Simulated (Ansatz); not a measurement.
The reference is CsPbCl3 in the cubic perovskite structure (space group Pm-3m, No. 221).

```
CsPbCl3
1.0
    5.61875     0.00000     0.00000
    0.00000     5.61875     0.00000
    0.00000     0.00000     5.61875
Cs Pb Cl
1 1 3
Cartesian
  0.00000   0.00000   0.00000
  2.80938   2.80938   2.80938
  2.80938   0.00000   2.80938
  0.00000   2.80938   2.80938
  2.80938   2.80938   0.00000
```

Cartesian axes are those of the cell as printed.

Level of theory: PBEsol/PAW in Ansatz (a program for electronic structure), no spin-orbit coupling.

Before the change:

The valley order is R along ⟨111⟩ 1.83 eV; Γ 3.24 eV.

Modification: biaxial strain −1.20 %, plane normal [001], relaxed out of plane (Cartesian); in-plane vectors clamped, the third vector and the atoms free.

Q: Predict the new energy relative to the base and valley order.

A: The energy increases by 2.2 meV/atom; the valley order (the lowest conduction-band minima on the path, energy above the VBM, named in the base's zone) goes from R along ⟨111⟩ 1.83 eV; Γ 3.24 eV to R along [111] 1.66 eV; Γ 3.12 eV.

Spin-orbit coupling, missing from the scalar runs, can matter with Pb. The levels and masses belong to the bands next to the band gap. Stability against distortions was not tested. Many cubic perovskites are stable only at high temperature; tilts and polar distortions were not tested. This is not the structure that CsPbCl3 has at room temperature and ambient pressure.
